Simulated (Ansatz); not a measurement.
Input:

```
C
1.0
    2.45456     0.00000     0.00000
    1.22728     2.12571     0.00000
    1.22728    -0.70857     2.06074
C
2
Direct
  0.99956   0.00022   0.00067
  0.50044   0.24978   0.74933
```

No spin polarisation.

The values are results of r2SCAN (Ansatz, a quantum-chemistry and plane-wave program; PAW; 500 eV plane waves; scalar-relativistic without spin-orbit coupling), not measurements. k-mesh 16×16×16 (Γ-centred); smearing 0.05 eV (Fermi–Dirac).

Q: Predict the gap character and smallest direct gap.

A: 
* **Gap character**: indirect, Γ → F–Γ (25 % along)
* **Smallest direct gap**: 5.39 eV

The cells carry an imposed strain or load. Stability against distortions was not tested. The cell was made from C in the diamond structure (space group Fd-3m, No. 227) by this change: biaxial strain −2.50 %, plane normal [111], relaxed out of plane.
